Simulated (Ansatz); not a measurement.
## Ti3Al: pressure series

The reference is Ti3Al (space group P6_3/mmc, No. 194; a = 5.7553 Å, c = 4.6546 Å).

Cell and atoms are relaxed at each pressure.

The values are results of PBE, PAW, 420 eV (Ansatz, a first-principles code; no spin-orbit coupling), earlier PAW set, not measurements.

```
pressure (GPa)  volume per atom (Å³/atom)
--------------  -------------------------
-2                                 16.996
-1                                 16.840
0                                  16.690
2.1                                16.397
4.5                                     ?
9                                  15.574
15                                 14.989
22.5                               14.373
30                                 13.851
```

Task: Fit the third-order Birch–Murnaghan form P(V) = (3B₀/2)[(V₀/V)^(7/3) − (V₀/V)^(5/3)]·[1 + (3/4)(B₀′ − 4)((V₀/V)^(2/3) − 1)] (squares taken in P) to the rows shown and predict the withheld row.

Result: Least squares on the printed values gives V₀ = 16.691 Å³/atom, B₀ = 115 GPa, B₀′ = 3.7; this predicts 16.089 Å³/atom, and the run gives 16.088 Å³/atom, in agreement.

Load acts through the strain it causes; cell and atoms are relaxed under it. Whether these cells are dynamically stable was not tested. Competing high-pressure phases were not computed. The final runs are not spin-polarised.
